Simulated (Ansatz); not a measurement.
The reference is SnTe in the rock salt structure (space group Fm-3m, No. 225; a = 6.3697 Å). Axes: x, y, z lie along the cube axes.

Computed with r2SCAN (Ansatz, a quantum-chemistry and plane-wave program), scalar-relativistic without spin-orbit coupling.

Now apply this change: an isotropic linear strain of −2.50 %, atoms relaxed at fixed cell.

### Question
Predict the stress tensor and what it implies for the stiffness.

### Answer
Stress of the strained cell less that of the base (GPa, compression positive):
```
   3.94    0.00    0.00
   0.00    3.94    0.00
   0.00    0.00    3.94
```

Then B = −ΔP/(ΔV/V₀) with ΔV/V₀ = -0.0731 gives secant stiffness values (nonlinear terms included at this strain): B ≈ 54 GPa.

As a check, the harmonic strain energy −½ V₀ Δσ:ε is 30 meV/atom; the computed energy rise is 27 meV/atom.

No phonon test of stability was made.
